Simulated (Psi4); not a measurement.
Psi4 1.11, PBE/def2-svp: W(Cl)5 ([Cl][W+]([Cl])([Cl])([Cl])[Cl]), charge +1, multiplicity 1, 6 atoms. The geometry is a generated start, not checked to be a minimum at this level.

```json
{
 "task": "energy",
 "method": "pbe",
 "basis": "def2-svp",
 "memory": "3 GB",
 "maxiter": "100",
 "keys_of_the_molecule_block": "symmetry c1",
 "scf_type": "df (default)",
 "guess": "auto, which took SAD (default)",
 "scf_initial_accelerator": "adiis (default)",
 "e_convergence": "1e-06 (default)",
 "d_convergence": "1e-06 (default)",
 "dft_radial_points": "75 (default)",
 "dft_spherical_points": "302 (default)",
 "effective_core_potentials": "those of the basis set, past Kr",
 "basis_functions": "122",
 "grid_points": "128596"
}
```

```xyz
6

W      0.0006     0.0039     0.0016
Cl     1.8281    -0.3909    -1.1437
Cl     0.9144    -0.9567     1.8036
Cl    -0.9165     0.9543    -1.8047
Cl    -1.6045    -1.4894     0.0361
Cl    -0.2221     1.8787     1.1072
```

Charge 1 and multiplicity 1 are set for this test and not shown to be the ground state.

One run each on 2 threads. Values of diis_max_vecs tried: 3, 6, 10 (default), 20.

Problem. How does the count of SCF iterations change with diis_max_vecs, and where is it least?

Solution. Fewest SCF iterations, within one of each other: 10 (default) with 13, 20 with 13. The count rises to 15 at 6. The run ends without SCF convergence in 100 iterations at 3.

| diis_max_vecs | SCF iterations | end |
|---|---|---|
| 3 | 100 | no convergence |
| 6 | 15 | same solution |
| 10 (default) | 13 | same solution |
| 20 | 13 | same solution |
